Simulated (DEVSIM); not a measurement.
System: W/HfO2/SiO2/p-Si capacitor, at 300 K.

```
layer (left to right)  material  thickness (nm)  Na (cm⁻³)
---------------------  --------  --------------  ---------
1                          HfO2            8.80          -
2                          SiO2           0.600          -
3                            Si           11000     2.5e15
```

Metal gate on the left, work function 4.6 eV. Fixed charge at the semiconductor interface 7.3e10 cm⁻² (in units of +e); no interface traps.

This is a model device: material constants are rounded textbook-type values typed into the input, and sizes, dopings and lifetimes were drawn at random. Values at 300 K.

```csv
parameter,HfO2,SiO2,Si
gap (eV),5.7,9,1.124
affinity (eV),2.5,0.9,4.05
permittivity,22,3.9,11.7
Nc (cm⁻³),-,-,2.86e19
Nv (cm⁻³),-,-,3.1e19
```

DEVSIM, 1D Poisson equation in equilibrium, Boltzmann statistics, complete ionisation; no quantum confinement or tunnelling. Metal contacts follow the ideal Schottky-Mott rule: no Fermi-level pinning, no interface dipoles.

**Question.** Give the band bending (positive: bands bend down) and minority sheet density.

**Answer.** 
```json
[
 {"Vg (V)": "-0.9", "ψs (V)": "-0.243", "minority carriers (cm⁻²)": "< 1e8"},
 {"Vg (V)": "-0.6", "ψs (V)": "-0.176", "minority carriers (cm⁻²)": "< 1e8"},
 {"Vg (V)": "-0.3", "ψs (V)": "0.035", "minority carriers (cm⁻²)": "< 1e8"},
 {"Vg (V)": "0", "ψs (V)": "0.328", "minority carriers (cm⁻²)": "< 1e8"},
 {"Vg (V)": "0.3", "ψs (V)": "0.624", "minority carriers (cm⁻²)": "1.7e9"},
 {"Vg (V)": "0.6", "ψs (V)": "0.827", "minority carriers (cm⁻²)": "9.6e11"}
]
```
